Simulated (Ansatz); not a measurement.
Worked calculations on one periodic cell of amorphous Si28O14N28: Si28O14N28, 70 atoms, volume 931.6 Å³, made by a melt-quench on the CHGNet potential and relaxed with DFT. O and N atoms were pushed apart under 1.9 Å during the dynamics, to hinder bonds among them. It is a model cell: composition and starting density were chosen by hand, and all elements were melted together. Level of theory: PBE, scalar-relativistic without spin-orbit coupling (plane waves to 420 eV, PAW; Ansatz, a first-principles code). Sampling: a 2×2×2 Γ-centred mesh; Fermi-Dirac width 0.02 eV; no spin polarisation. Its volume was held where the quench left it, its shape was free, and it stands at a mean pressure of 1.9 GPa with stress components up to 1.9 GPa; the relaxation ran on the zone centre alone. Its density went from a set 2.50 to 2.50 g/cm³. The cell is small and was quenched far faster than a real film, so it is one sample of the glass.

Q: Count formal charges (Si +4, O -2, N -3). What does the count lead one to expect at the Fermi level, and what does the calculation give?

A: 28 × (+4) + 14 × (-2) + 28 × (-3) = 0. The charges balance, so the anion-derived valence states can be full and a gap can open. On this mesh the highest filled and lowest empty level lie 2.83 eV apart, the PBE gap of this cell, with a localised state at one edge or both.

The cell was scaled and its atoms relaxed again at each volume (the zone centre alone): 903.7 Å³, 5.22 GPa; 931.6 Å³, 1.84 GPa; 987.5 Å³, -3.95 GPa.

Q: Estimate the bulk modulus over this range from B = −dP/d ln V.

A: Between the ends: −(-3.95 − 5.22) / ln(987.5/903.7) = 103 GPa, a mean over the range at 0 K with the atoms relaxed.
